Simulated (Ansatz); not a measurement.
Effect of strain tensor (xx, yy, zz, yz, xz, xy) = (−0.21, −0.39, +0.09, −1.35, −1.06, −1.45) % on Ta2N

Take Ta2N in the anti-CdI2 type structure (space group P-3m1, No. 164; a = 3.067 Å, c = 4.884 Å) as the base. Axes: x lies along a and z along c of the hexagonal cell.

The change: strain tensor (xx, yy, zz, yz, xz, xy) = (−0.21, −0.39, +0.09, −1.35, −1.06, −1.45) %; the atoms relax in the strained cell.

Computed with plane-wave PAW DFT at the r2SCAN+rVV10 level (Ansatz, a program for electronic structure, 500 eV), scalar-relativistic without spin-orbit coupling. k-mesh 17×17×10 (Γ-centred); smearing 0.05 eV (Fermi–Dirac).

The volume per atom falls by 0.07 Å³ to 13.19 Å³ and the space group changes from P-3m1 (No. 164) to P-1 (No. 2). The shortest interatomic distance drops by 0.027 bohr, from 4.102 bohr to 4.075 bohr and the energy goes up by 9.4 meV/atom. The pressure (mean of the normal stresses, compression positive) goes from zero to 1.8 GPa and the band gap is still zero. The largest internal atomic displacement is 0.024 Å and the stress (xx, yy, zz, yz, xz, xy; compression positive) amounts to (0.0, 3.6, 1.8, 3.7, 0.8, 3.4) GPa (rough).

Final structure:

```xyz
3
Lattice="3.0602 -0.0445 -0.0325 -1.5686 2.6677 -0.0195 -0.0518 -0.0657 4.8889" Properties=species:S:1:pos:R:3 pbc="T T T"
N      0.0000     0.0000     0.0000
Ta    -0.0260     1.7671     1.2354
Ta     1.4659     0.7904     3.6016
```

Cost of the whole job for the changed cell (relaxation, final SCF and bands): about 13 core-minutes (a rough figure).

Without a gap, meshes like the base's 17×17×10 leave anisotropic stresses uncertain by several tenths of a GPa, and small strain energies with them. No phonon test of stability was made. The final runs are not spin-polarised. An odd electron count without spin: Ta2N.
